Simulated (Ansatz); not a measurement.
The parent structure is Al in the fcc (Cu type) structure (space group Fm-3m, No. 225; a = 3.984 Å; relaxed with 0.1 eV smearing). Axes: x, y, z lie along the cube axes.

Level of theory: LDA (Ansatz, a first-principles code), spin-orbit coupling left out.

For the base:

| Property | Value |
|---|---|
| Pressure | 0.0 GPa |
| Volume per atom | 15.81 Å³ |

Modification: compressive biaxial strain of 2.08 % in the plane normal to [111], as in epitaxy on a mismatched substrate; the out-of-plane cell vector and the atoms relax.

### Question
What does the calculation give for the pressure after the change?

### Answer
The pressure (mean of the normal stresses, compression positive) goes from zero to 2.2 GPa.

### Question
How does this affect the energy relative to the base?

### Answer
The energy rises by 6.0 meV/atom.

### Question
How does this affect the volume per atom?

### Answer
The volume per atom shrinks by 0.344 Å³, from 15.81 Å³ to 15.46 Å³.

No phonon test of stability was made.
